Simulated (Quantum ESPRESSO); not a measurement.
**Parameter sweep on C (P6_3/mmc, 4 atoms in the cell)**

```
C
1.0
    2.42362     0.00000     0.00000
   -1.21181     2.09892     0.00000
    0.00000     0.00000     7.66496
C
4
Cartesian
  0.00000   0.00000   1.91624
  0.00000   0.00000   5.74872
  0.00000   1.39928   1.91624
  1.21181   0.69964   5.74872
```

Base run A: PBE, SSSP 1.1.2 precision (PBE) pseudopotentials in Quantum ESPRESSO 7.5, self-consistent single point.

Its settings: ecutwfc = 55 Ry; ecutrho = 440 Ry; occupations = smearing; smearing = gauss; degauss = 0.0099958 Ry; potentials = {C: C.pbe-n-kjpaw_psl.1.0.0.UPF}; K_POINTS = automatic 12 12 4 0 0 0; conv_thr = 1e-10 Ry; mixing_beta = 0.4.

The starting cell comes from a database of computed structures (which also holds hypothetical and non-ambient phases and stackings), without a prior relaxation at this level. Its lattice was rescaled by a random factor within 2.5 % of one. In the base run, with a pressure of about 14 GPa the cell is away from its equilibrium volume at this level.

ΔF is the free energy per atom less that of run A. 

Run A gave: pressure (GPa) 13.95; k-points 57.

Runs:
- B: K_POINTS = automatic 7 7 2 0 0 0
- C: K_POINTS = automatic 7 7 2 1 1 1
- D: K_POINTS = automatic 9 9 3 0 0 0
- E: K_POINTS = automatic 9 9 3 1 1 1
- F: K_POINTS = automatic 10 10 3 0 0 0
- G: K_POINTS = automatic 10 10 3 1 1 1
- H: K_POINTS = automatic 12 12 4 1 1 1
- I: K_POINTS = automatic 12 12 4 0 0 1

Problem. What does run D change against A?

Solution. The free energy goes up by 3.8 meV/atom and the pressure hardly changes (13.95 to 13.99 GPa).

Problem. What does run G change against A?

Solution. The free energy falls by 1.7 meV/atom and the pressure hardly changes (13.95 to 13.93 GPa).

```csv
run,ΔF (meV/atom),pressure (GPa),k-points
A,0.00,13.95,57
B,-8.7,13.83,16
C,-0.44,13.95,16
D,3.8,13.99,24
E,-3.6,13.90,50
F,-4.4,13.89,28
G,-1.71,13.93,60
H,-2.9,13.91,84
I,0.00,13.95,38
```
